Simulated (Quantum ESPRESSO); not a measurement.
**Short convergence ladders for TiAl (P4mm, 2 atoms in the cell)**

```xyz
2
Lattice="3.1632 0.0000 0.0000 0.0000 3.1632 0.0000 0.0000 0.0000 3.1632" Properties=species:S:1:pos:R:3 pbc="T T T"
Ti     0.0000     0.0000     0.0500
Al     1.5816     1.5816     1.5816
```

Base method: PBEsol, GBRV 1.5 ultrasoft (PBESOL) pseudopotentials (plane waves; Quantum ESPRESSO).

Base settings: ecutwfc = 50 Ry; ecutrho = 400 Ry; occupations = smearing; smearing = gauss; degauss = 0.0073499 Ry; potentials = {Ti: ti_pbesol_v1.4.uspp.F.UPF, Al: al_pbesol_v1.uspp.F.UPF}; K_POINTS = automatic 7 7 7 0 0 0; conv_thr = 1e-10 Ry.

The count of work is k-points × plane waves × bands × iterations; it is no time. Core times come from one kind of shared machine, to one figure; runs under 30 s give none.

**The k-point mesh**

The second cell is the first with its lattice scaled by 0.98.

Only quantities that move along the ladder and can be compared are tabulated.

| K_POINTS | free energy less the last step's (meV/atom) | energy of the compressed cell less the first (meV/atom) | pressure (GPa) | largest difference of a force vector from the last step's (eV/Å) | count of work / last |
|---|---|---|---|---|---|
| automatic 2 2 2 0 0 0 | -271.57 | 15.52 | -1.39 | 0.019 | 0.012 |
| automatic 4 4 4 0 0 0 | -3.38 | 25.39 | 0.43 | 0.013 | 0.027 |
| automatic 6 6 6 0 0 0 | 0.33 | 16.33 | -0.96 | 0.002 | 0.073 |
| automatic 7 7 7 0 0 0 | -4.85 | 16.54 | -0.92 | 0.001 | 0.072 |
| automatic 9 9 9 0 0 0 | 0.48 | 17.83 | -0.71 | 0.001 | 0.13 |
| automatic 11 11 11 0 0 0 | 1.34 | 16.76 | -0.85 | 0.001 | 0.23 |
| automatic 18 18 18 0 0 0 | 0.00 | 17.21 | -0.79 | 0.000 | 1.0 |

Coarsest K_POINTS that holds the pressure within 0.2 GPa of the last step, with all finer ones: automatic 6 6 6 0 0 0, at 0.073 of the last step's count of work; the step before is off by 1.2 GPa.

Coarsest K_POINTS that holds the free energy within 2 meV/atom: not settled: the last two steps still differ by 1.3 meV/atom, over half the tolerance, so the ladder does not show it.

Coarsest K_POINTS that holds the energy of the compressed cell less the first within 2 meV/atom of the last step, with all finer ones: automatic 6 6 6 0 0 0, at 0.073 of the last step's count of work; the step before is off by 8.2 meV/atom.

**The k-point mesh at a smearing width of 0.3 eV**

In this ladder: degauss = 0.02205 Ry.

Only quantities that move along the ladder and can be compared are tabulated.

```tsv
K_POINTS	free energy less the last step's (meV/atom)	pressure (GPa)	largest difference of a force vector from the last step's (eV/Å)	count of work / last	core time / last (rough)
automatic 4 4 4 0 0 0	-2.22	0.36	0.010	0.015	–
automatic 7 7 7 0 0 0	0.76	-0.50	0.000	0.033	–
automatic 9 9 9 0 0 0	-0.48	-0.43	0.000	0.062	0.1
automatic 14 14 14 0 0 0	-0.07	-0.46	0.000	0.24	0.3
automatic 20 20 20 0 0 0	0.00	-0.45	0.000	0.61	0.6
automatic 25 25 25 0 0 0	0.00	-0.45	0.000	1.0	1
```

Coarsest K_POINTS that holds the free energy within 2 meV/atom of the last step, with all finer ones: automatic 7 7 7 0 0 0, at 0.033 of the last step's count of work; the step before is off by 2.2 meV/atom.

Coarsest K_POINTS that holds the pressure within 0.5 GPa of the last step, with all finer ones: automatic 7 7 7 0 0 0, at 0.033 of the last step's count of work; the step before is off by 0.81 GPa.

Coarsest K_POINTS that holds the forces within 0.005 eV/Å of the last step, with all finer ones: automatic 7 7 7 0 0 0, at 0.033 of the last step's count of work; the step before is off by 0.010 eV/Å.

**The width of cold smearing**

In this ladder: smearing = cold; K_POINTS = automatic 12 12 12 0 0 0.

Narrow widths need finer meshes than wide ones, so the last steps can hold mesh noise.

Only quantities that move along the ladder and can be compared are tabulated; pressure and forces are left out, as mesh noise rules them at narrow widths.

```tsv
degauss	free energy less the last step's (meV/atom)	core time / last (rough)
0.073499 Ry	-61.71	0.7
0.036749 Ry	-17.25	0.7
0.02205 Ry	-4.69	0.8
0.0073499 Ry	0.00	1
```

Widest degauss that holds the free energy within 2 meV/atom: not settled: the last two steps still differ by 4.7 meV/atom, over half the tolerance, so the ladder does not show it.

On the base run: the starting cell comes from a database of computed structures (which also holds hypothetical and non-ambient phases and stackings), without a prior relaxation at this level. Its lattice was rescaled by up to half a per cent. One atom was moved a little off its site on purpose. Spin polarisation is off.

Left out of this page: 2 runs of the series outside the window shown, repeating another row's setting, or not comparable.
